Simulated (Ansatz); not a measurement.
The parent structure is LuCuSe2 (space group R-3m, No. 166; a = 3.967 Å, c = 18.389 Å (hexagonal axes); a hypothetical phase, not in the database extracts checked).

Method: r2SCAN/PAW in Ansatz (a program for electronic structure), no SOC.

For the base:

* **Smallest direct gap**: 1.77 eV
* **Band gap**: 1.28 eV

The change: every lattice vector is stretched by 0.96 %; the atoms relax in the strained cell.

Problem. Predict the new smallest direct gap and band gap.

Solution. The smallest direct gap increases by 0.042 eV (1.77 eV → 1.82 eV); the band gap increases by 0.08 eV, from 1.28 eV to 1.36 eV.

No phonon test of stability was made. All final runs are without spin polarisation.
